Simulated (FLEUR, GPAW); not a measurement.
A FLEUR input for a self-consistent single point of MgMn2O4 (P-3m1, 7 atoms in the cell) (DFT, LDA (Perdew-Zunger), all-electron FLAPW (FLEUR), scalar-relativistic valence):

Input of the input generator:

```
MgMn2O4 FLAPW
&input film=f /
5.8447319262 0.0000004991 0.0000000000
-2.9223663953 5.0616860768 0.0000000000
0.0000000000 0.0000000000 19.1579924289
1.0
1.0 1.0 1.0

7
12 0.0000000000 0.0000000000 0.0000000000 : 0.00
25 0.0000000000 0.0000000000 0.7307300000 : 4.00
25 0.0000000000 0.0000000000 0.2692700000 : 4.00
8 0.6666666667 0.3333333333 0.1240200000 : 0.00
8 0.3333333333 0.6666666667 0.8759800000 : 0.00
8 0.6666666667 0.3333333333 0.6512800000 : 0.00
8 0.3333333333 0.6666666667 0.3487200000 : 0.00

&comp jspins=2 /
&exco xctyp='pz' /
&kpt div1=7 div2=7 div3=2 gamma=t /
&end /
```

```xml
<?xml version="1.0" encoding="UTF-8" standalone="no"?>
<fleurInput fleurInputVersion="0.39">
   <comment>
      MgMn2O4 FLAPW                                                                                       
   </comment>
   <calculationSetup>
      <cutoffs Kmax="4.7" Gmax="16.4" GmaxXC="16.4" numbands="0"/>
      <scfLoop itmax="80" minDistance="0.00001" maxIterBroyd="99" imix="Anderson" alpha="0.05" precondParam="0.0" spinf="2.0"/>
      <coreElectrons ctail="T" frcor="F" kcrel="0" coretail_lmax="0"/>
      <xcFunctional name="pz" relativisticCorrections="F"/>
      <magnetism jspins="2"/>
      <soc l_soc="F" theta="0.0" phi="0.0" spav="F"/>
      <expertModes spex="0" secvar="F"/>
      <geometryOptimization l_f="T" forcealpha="1.0" forcemix="BFGS" epsdisp="0.00001" epsforce="0.00001"/>
      <ldaU l_linMix="F" mixParam="0.05" spinf="1.0"/>
   </calculationSetup>
   <cell>
      <bzIntegration valenceElectrons="64.0" mode="gauss" fermiSmearingEnergy="0.00734986">
         <kPointListSelection listName="default-1"/>
         <!-- k-points included here -->
         <xi:include xmlns:xi="http://www.w3.org/2001/XInclude" href="kpts.xml"> </xi:include>
      </bzIntegration>
      <!-- symmetry operations included here -->
      <xi:include xmlns:xi="http://www.w3.org/2001/XInclude" href="sym.xml"> </xi:include>
      <bulkLattice scale="1.0">
         <bravaisMatrix>
            <row-1>    5.8447319261999997     0.0000004991000000     0.0000000000000000</row-1>
            <row-2>   -2.9223663953000001     5.0616860768000000     0.0000000000000000</row-2>
            <row-3>    0.0000000000000000     0.0000000000000000    19.1579924288999983</row-3>
         </bravaisMatrix>
      </bulkLattice>
   </cell>
   <atomSpecies>
      <species name="Magnesium (Mg)" element="Mg" atomicNumber="12">
         <mtSphere radius="2.61" gridPoints="899" logIncrement="0.013"/>
         <atomicCutoffs lmax="10" lnonsphr="8"/>
         <electronConfig flipSpins="F">
            <coreConfig>(1s1/2)</coreConfig>
            <valenceConfig>(2s1/2) (2p1/2) (2p3/2) (3s1/2)</valenceConfig>
         </electronConfig>
         <energyParameters s="3" p="3" d="3" f="4"/>
         <lo type="SCLO" l="0" n="2" eDeriv="0"/>
         <lo type="SCLO" l="1" n="2" eDeriv="0"/>
      </species>
      <species name="Manganese 4.000" element="Mn" atomicNumber="25">
         <mtSphere radius="2.21" gridPoints="763" logIncrement="0.016"/>
         <atomicCutoffs lmax="8" lnonsphr="6"/>
         <electronConfig flipSpins="F">
            <coreConfig>(1s1/2) (2s1/2) (2p1/2) (2p3/2)</coreConfig>
            <valenceConfig>(3s1/2) (3p1/2) (3p3/2) (4s1/2) (3d3/2) (3d5/2)</valenceConfig>
            <stateOccupation state="(3d3/2)" spinUp="1.5" spinDown="0.5"/>
            <stateOccupation state="(3d5/2)" spinUp="3.0" spinDown="0.0"/>
         </electronConfig>
         <energyParameters s="4" p="4" d="3" f="4"/>
         <lo type="SCLO" l="0" n="3" eDeriv="0"/>
         <lo type="SCLO" l="1" n="3" eDeriv="0"/>
      </species>
      <species name="Oxygen (O)" element="O" atomicNumber="8">
         <mtSphere radius="1.24" gridPoints="431" logIncrement="0.024"/>
         <atomicCutoffs lmax="6" lnonsphr="4"/>
         <electronConfig flipSpins="F">
            <coreConfig>(1s1/2)</coreConfig>
            <valenceConfig>(2s1/2) (2p1/2) (2p3/2)</valenceConfig>
            <stateOccupation state="(2p1/2)" spinUp="0.6666666667" spinDown="0.6666666667"/>
            <stateOccupation state="(2p3/2)" spinUp="1.333333333" spinDown="1.333333333"/>
         </electronConfig>
         <energyParameters s="2" p="2" d="3" f="4"/>
      </species>
   </atomSpecies>
   <atomGroups>
      <atomGroup species="Magnesium (Mg)">
         <relPos label="                   1">.0000000000 .0000000000 .0000000000</relPos>
         <force calculate="T" relaxXYZ="TTT"/>
      </atomGroup>
      <atomGroup species="Manganese 4.000">
         <relPos label="                   2">.0000000000 .0000000000 -.2692700000</relPos>
         <relPos label="                   3">.0000000000 .0000000000 .2692700000</relPos>
         <force calculate="T" relaxXYZ="TTT"/>
      </atomGroup>
      <atomGroup species="Oxygen (O)">
         <relPos label="                   4">-1.000/3.000 1.000/3.000 .1240200000</relPos>
         <relPos label="                   5">1.000/3.000 -1.000/3.000 -.1240200000</relPos>
         <force calculate="T" relaxXYZ="TTT"/>
      </atomGroup>
      <atomGroup species="Oxygen (O)">
         <relPos label="                   6">-1.000/3.000 1.000/3.000 -.3487200000</relPos>
         <relPos label="                   7">1.000/3.000 -1.000/3.000 .3487200000</relPos>
         <force calculate="T" relaxXYZ="TTT"/>
      </atomGroup>
   </atomGroups>
   <output dos="F" band="F" slice="F">
      <checks vchk="F" cdinf="F"/>
      <bandDOS minEnergy="-.5*Htr" maxEnergy="0.5*Htr" sigma="0.015" storeEVData="T"/>
      <vacuumDOS vacdos="F" integ="F" star="F" nstars="0" locx1="0.0" locy1="0.0" locx2="0.0" locy2="0.0" nstm="0" tworkf="0.0"/>
      <unfoldingBand unfoldBand="F" supercellX="1" supercellY="1" supercellZ="1"/>
      <plotting iplot="0" polar="F">
         <plot TwoD="T" vec1="  1.0  0.0  0.0" vec2="  0.0  1.0  0.0" vec3="  0.0  0.0  1.0" zero="  0.0  0.0  0.0" file="plot"/>
      </plotting>
      <chargeDensitySlicing numkpt="0" minEigenval="0.0" maxEigenval="0.0" nnne="0" pallst="F"/>
      <specialOutput eonly="F"/>
      <magneticCircularDichroism mcd="F" energyLo="-10.0" energyUp="0.0"/>
   </output>
  <!-- We include the file relax.xml here to enable relaxations (see documentation) -->
  <xi:include xmlns:xi="http://www.w3.org/2001/XInclude" href="relax.xml"> <xi:fallback/> </xi:include>
</fleurInput>
```

**Question.** Translate this input to GPAW.

**Answer.** One input that does it (others would too):

```python
from ase import Atoms
from ase.units import GPa
from gpaw import GPAW, PW

atoms = Atoms(['Mg', 'Mn', 'Mn', 'O', 'O', 'O', 'O'],
              cell=[[3.092899, 0.000000, 0.000000],
                    [-1.546450, 2.678529, 0.000000],
                    [0.000000, 0.000000, 10.137973]],
              positions=[[0.000000, 0.000000, 0.000000],
                         [0.000000, 0.000000, 7.408121],
                         [0.000000, 0.000000, 2.729852],
                         [1.546451, 0.892842, 1.257311],
                         [-0.000002, 1.785687, 8.880662],
                         [1.546451, 0.892842, 6.602659],
                         [-0.000002, 1.785687, 3.535314]],
              pbc=True)

atoms.set_initial_magnetic_moments([0.0, 4.0, 4.0, 0.0, 0.0, 0.0, 0.0])

calc = GPAW(spinpol=True,
            mode=PW(900),
            xc='LDA',
            kpts={'size': (7, 7, 2), 'gamma': True},
            occupations={'name': 'methfessel-paxton', 'width': 0.2, 'order': 0},
            nbands=-11,
            symmetry={'symmorphic': False, 'tolerance': 0.0005},
            maxiter=100)

atoms.calc = calc

energy = atoms.get_potential_energy()
print('Energy (eV):', round(energy, 6))
forces = atoms.get_forces()
print('Forces (eV/Ang):')
print(forces.round(5))
stress = atoms.get_stress()
print('Stress (GPa, Voigt):', (stress / GPa).round(4))
```

Basis, cutoffs, solver keys and any potentials are the target program's own. This input uses DFT LDA (Perdew-Wang 92), plane waves, GPAW PAW datasets LDA (gpaw-data 1.0.1). LDA parametrisations can differ slightly between programs.

The starting cell comes from a database of computed structures (which also holds hypothetical and non-ambient phases and stackings), without a prior relaxation at this level. Its lattice was rescaled by a random factor within 2.5 % of one.
